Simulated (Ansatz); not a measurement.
# GaSe: pressure series

Start from GaSe in the beta-GaS type structure (space group P6_3/mmc, No. 194; layered, stacked along the Cartesian z axis).

```
GaSe
1.0
    3.76943     0.00000     0.00000
   -1.88472     3.26442     0.00000
    0.00000     0.00000    15.96417
Ga Se
4 4
Cartesian
  0.00000   2.17628   2.76926
  1.88472   1.08814  10.75134
  1.88472   1.08814  13.19492
  0.00000   2.17628   5.21283
  0.00000   2.17628   9.57295
  1.88472   1.08814   1.59087
  1.88472   1.08814   6.39122
  0.00000   2.17628  14.37331
```

Cell and atoms are relaxed at each pressure.

Calculations: PBE-D3(BJ) (Ansatz, an electronic-structure program; PAW; 420 eV plane waves; no spin-orbit coupling), earlier PAW set.

Notes on the quantities. enthalpy: H = E + PV relative to the base's energy.

```tsv
variant	enthalpy	band gap	volume per atom
base	–	0.87 eV	24.55 Å³
pressure −1 GPa	-0.16 eV/atom	0.96 eV	25.83 Å³
pressure 0.9 GPa	+0.14 eV/atom	0.87 eV	23.86 Å³
pressure 2.1 GPa	+0.31 eV/atom	…	…
pressure 4.5 GPa	+0.65 eV/atom	0.73 eV	22.12 Å³
pressure 15 GPa	+2.00 eV/atom	0.14 eV	19.43 Å³
pressure 22.5 GPa	+2.88 eV/atom	zero	18.18 Å³
pressure 30 GPa	+3.71 eV/atom	zero	17.24 Å³
```

**Question.** Complete the table.

**Answer.** 
- pressure 2.1 GPa, band gap: 0.82 eV
- pressure 2.1 GPa, volume per atom: 23.16 Å³

A case with no gap was solved on a k-mesh chosen for an insulator, which is coarse for it. Load acts through the strain it causes; cell and atoms are relaxed under it. No phonon test of stability was made. Competing high-pressure phases were not computed. The final runs are not spin-polarised. The zero or small gap of GaSe under pressure 15 GPa, GaSe under pressure 22.5 GPa and GaSe under pressure 30 GPa can change with the level of theory.
